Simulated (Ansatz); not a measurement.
System: cubic perovskite CsPbBr3 (cubic high-temperature phase). Method: PBE0 in Ansatz (plane waves, PAW).

Run with plane-wave cutoff 460 eV, 4×4×4 k mesh, Fermi–Dirac smearing 0.01 eV, scalar-relativistic PAW data made under PBE.

Computed at the level's own relaxed cell.

Task: Estimate the lattice constant a, bulk modulus B0, direct gap at Γ and equilibrium volume per atom that the calculation returns.

Result: 
- lattice constant a: 5.970 Å
- bulk modulus B0: 19.9 GPa
- direct gap at Γ: 6.82 eV
- equilibrium volume per atom: 42.56 Å³/atom

Note: the relaxation could not lower the start's symmetry, so the cell can be a saddle point above a distorted one.

Spin–orbit coupling is not included; with these elements it can move the gap by several tenths of an eV or more.

Ansatz is a quantum-chemistry and plane-wave program.
